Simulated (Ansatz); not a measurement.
## WC (space group P-6m2, No. 187)

```
CELL_PARAMETERS angstrom
      2.91216     0.00000     0.00000
     -1.45608     2.52201     0.00000
      0.00000     0.00000     2.83622
ATOMIC_POSITIONS crystal
  W  0.00000 0.00000 0.00000
  C  0.33333 0.66667 0.50000
```

Calculations: r2SCAN/PAW in Ansatz (an electronic-structure program), no spin-orbit coupling. Γ-centred 18×18×16 mesh, Fermi–Dirac width 0.05 eV.

The volume per atom is 10.42 Å³, the density is 15.61 g/cm³ and the band gap is zero. The total energy comes out as -5324.661 eV/atom (σ→0; compares only within this code and set-up).

Whether these cells are dynamically stable was not tested. All final runs are without spin polarisation.
